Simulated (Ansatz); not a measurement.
bcc Tl (high-temperature phase), treated with r²SCAN+rVV10 (plane waves, PAW; Ansatz, a quantum-chemistry and plane-wave program).

Run with plane-wave cutoff 560 eV, 20×20×20 k mesh, Fermi–Dirac smearing 0.05 eV, scalar-relativistic PAW data made under PBE.

Computed at the level's own relaxed cell.

Task: Give the computed equilibrium lattice constant a.

Result: 
- equilibrium lattice constant a = 3.872 Å

The run finds no gap.

Note: symmetry holds this phase in the static calculation, where it need not be a minimum; held by symmetry at 0 K, a high-temperature phase can be a saddle point.

Spin–orbit coupling is not included; it can shift volumes and moduli of such heavy elements.

The computed numbers hold no vibrational or temperature effects.
